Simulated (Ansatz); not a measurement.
A computed series for W: response to strain

The parent structure is W in the bcc (W type) structure (space group Im-3m, No. 229; a = 3.184 Å; relaxed with 0.1 eV smearing).

Strains are applied to the cell and any free atomic positions relax.

The values are results of plane-wave PAW DFT at the PBE level (Ansatz, a quantum-chemistry and plane-wave program, 420 eV), no SOC, not measurements.

Notes on the quantities. energy relative to the base: free energy F.

| change | energy relative to the base | pressure | volume per atom |
|---|---|---|---|
| base | 0 meV/atom | 0.0 GPa | 16.14 Å³ |
| isotropic strain −3.00 % | +136 meV/atom | 33.4 GPa | 14.73 Å³ |
| isotropic strain −2.50 % | +93 meV/atom | 26.9 GPa | 14.96 Å³ |
| isotropic strain −2.00 % | +59 meV/atom | 20.8 GPa | 15.19 Å³ |
| isotropic strain −1.50 % | +32 meV/atom | 15.1 GPa | 15.42 Å³ |
| isotropic strain +1.00 % | … | … | 16.63 Å³ |
| isotropic strain +1.50 % | +29 meV/atom | -12.3 GPa | 16.87 Å³ |
| isotropic strain +2.00 % | +52 meV/atom | -15.9 GPa | 17.12 Å³ |
| isotropic strain +2.50 % | +79 meV/atom | -19.2 GPa | 17.38 Å³ |
| isotropic strain +3.00 % | +112 meV/atom | -22.3 GPa | 17.63 Å³ |

### Question
Some entries are withheld; estimate them.

### Answer

- isotropic strain +1.00 %, energy relative to the base: +13 meV/atom
- isotropic strain +1.00 %, pressure: -8.5 GPa

Stability against distortions was not tested. All final runs are without spin polarisation.
